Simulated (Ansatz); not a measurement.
Partial pair distribution functions of a relaxed model of amorphous Hf₁₈O₃₇Mg, broadened by 0.06 Å; density 8.63 g/cm³. Calculation: PBE, scalar-relativistic without spin-orbit coupling (plane waves to 420 eV, PAW; Ansatz, a first-principles code).

The cell was made by melting and quenching with the CHGNet potential and then relaxed with DFT. O atoms were pushed apart under 1.9 Å during the dynamics, to hinder bonds among them. The hot cell started wider than the set density and was brought back towards it in steps. It is the lowest in DFT energy of 2 quenches. It is a model cell: composition and starting density were chosen by hand, and all elements were melted together. No dispersion term was used. Its density started from a set value of 8.82 and ended at 8.63 g/cm³. The quench (nominally 450 K/ps over its main leg) was far faster than any real one, so the model tends to hold more defects than a real film. A cell of this size samples the disorder only roughly. Volume and shape were free in the relaxation.

```json
[
 {"r (Å)": "1.75", "g Hf-O": "0.00", "g O-Mg": "0.00", "g Hf-Hf": "0.00", "g O-O": "0.00"},
 {"r (Å)": "1.85", "g Hf-O": "0.29", "g O-Mg": "0.03", "g Hf-Hf": "0.00", "g O-O": "0.00"},
 {"r (Å)": "1.95", "g Hf-O": "3.08", "g O-Mg": "1.22", "g Hf-Hf": "0.00", "g O-O": "0.00"},
 {"r (Å)": "2.05", "g Hf-O": "7.09", "g O-Mg": "5.71", "g Hf-Hf": "0.00", "g O-O": "0.00"},
 {"r (Å)": "2.15", "g Hf-O": "6.27", "g O-Mg": "8.29", "g Hf-Hf": "0.00", "g O-O": "0.00"},
 {"r (Å)": "2.25", "g Hf-O": "3.26", "g O-Mg": "2.34", "g Hf-Hf": "0.00", "g O-O": "0.00"},
 {"r (Å)": "2.35", "g Hf-O": "1.23", "g O-Mg": "0.36", "g Hf-Hf": "0.00", "g O-O": "0.06"},
 {"r (Å)": "2.45", "g Hf-O": "0.27", "g O-Mg": "1.69", "g Hf-Hf": "0.00", "g O-O": "0.80"},
 {"r (Å)": "2.55", "g Hf-O": "0.07", "g O-Mg": "0.61", "g Hf-Hf": "0.00", "g O-O": "2.16"},
 {"r (Å)": "2.65", "g Hf-O": "0.01", "g O-Mg": "0.01", "g Hf-Hf": "0.00", "g O-O": "2.45"},
 {"r (Å)": "2.75", "g Hf-O": "0.10", "g O-Mg": "0.00", "g Hf-Hf": "0.00", "g O-O": "2.06"},
 {"r (Å)": "2.85", "g Hf-O": "0.22", "g O-Mg": "0.00", "g Hf-Hf": "0.00", "g O-O": "1.88"},
 {"r (Å)": "2.95", "g Hf-O": "0.19", "g O-Mg": "0.00", "g Hf-Hf": "0.01", "g O-O": "1.86"},
 {"r (Å)": "3.05", "g Hf-O": "0.12", "g O-Mg": "0.00", "g Hf-Hf": "0.29", "g O-O": "1.70"},
 {"r (Å)": "3.15", "g Hf-O": "0.21", "g O-Mg": "0.08", "g Hf-Hf": "1.19", "g O-O": "1.59"},
 {"r (Å)": "3.25", "g Hf-O": "0.28", "g O-Mg": "0.84", "g Hf-Hf": "2.51", "g O-O": "1.23"},
 {"r (Å)": "3.35", "g Hf-O": "0.20", "g O-Mg": "0.52", "g Hf-Hf": "3.02", "g O-O": "0.73"},
 {"r (Å)": "3.45", "g Hf-O": "0.30", "g O-Mg": "0.13", "g Hf-Hf": "3.47", "g O-O": "0.81"},
 {"r (Å)": "3.55", "g Hf-O": "0.67", "g O-Mg": "1.00", "g Hf-Hf": "1.80", "g O-O": "1.03"},
 {"r (Å)": "3.65", "g Hf-O": "0.84", "g O-Mg": "1.14", "g Hf-Hf": "1.21", "g O-O": "0.88"},
 {"r (Å)": "3.75", "g Hf-O": "0.76", "g O-Mg": "0.43", "g Hf-Hf": "2.39", "g O-O": "0.82"},
 {"r (Å)": "3.85", "g Hf-O": "0.84", "g O-Mg": "1.00", "g Hf-Hf": "1.67", "g O-O": "0.92"},
 {"r (Å)": "3.95", "g Hf-O": "1.04", "g O-Mg": "2.43", "g Hf-Hf": "1.82", "g O-O": "1.09"},
 {"r (Å)": "4.05", "g Hf-O": "1.38", "g O-Mg": "2.15", "g Hf-Hf": "1.56", "g O-O": "1.23"},
 {"r (Å)": "4.15", "g Hf-O": "1.40", "g O-Mg": "0.72", "g Hf-Hf": "0.83", "g O-O": "1.02"},
 {"r (Å)": "4.25", "g Hf-O": "1.46", "g O-Mg": "0.92", "g Hf-Hf": "0.38", "g O-O": "0.71"}
]
```

Within 2.58 Å each Hf has 6.11 O neighbours on average.
